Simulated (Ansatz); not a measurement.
Here is the system:

```
CaBe3S4
1.0
    3.57498     0.00000     0.00000
    0.00000     8.05639     0.00000
    0.00000     0.00000     4.72688
S Be Ca
4 3 1
Direct
  0.50000   0.70231   0.77363
  0.00000   0.50000   0.27073
  0.50000   0.29769   0.77363
  0.00000   0.00000   0.11959
  0.00000   0.71706   0.00119
  0.50000   0.50000   0.51100
  0.00000   0.28294   0.00119
  0.50000   0.00000   0.54903
```

No spin polarisation.

All numbers come from PBEsol (Ansatz, an electronic-structure program, PAW, spin-orbit coupling left out). Γ-centred 9×4×7 mesh, Fermi–Dirac width 0.05 eV.

Task: What gap character (in this cell's own zone, which can be folded) does the calculation give?

Result: Direct at Γ.

Task: What is the computed valence-band top at Γ (three highest levels, from the VBM)?

Result: 0.00, -0.60, -0.61 eV.

These are small ordered cells, not random alloys; other orderings at the same x differ. Stability against distortions was not tested. The cell was made from BeS by this change: x(Ca) = 0.25, 8 atoms, Pmm2. Under x(Ca) = 0.25, 8 atoms, Pmm2 the cell changed shape so far that it is another structure.
